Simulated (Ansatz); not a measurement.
Base system: CaS in the rock salt structure (space group Fm-3m, No. 225; a = 5.7120 Å).

Method: PBE (Ansatz, a program for electronic structure), no SOC.

Base values:

- Density: 2.57 g/cm³

Modification: cell and atoms relaxed at a pressure of 3 GPa.

Q: Predict the new density.

A: The density goes up by 0.13 g/cm³ to 2.70 g/cm³.

Q: Estimate the effect on the mean gap deformation potential ΔEg/Δln V.

A: The mean gap deformation potential ΔEg/Δln V is +2.3 eV.

Load acts through the strain it causes; cell and atoms are relaxed under it. Gaps are read on the SCF mesh and a high-symmetry path. No phonon test of stability was made.
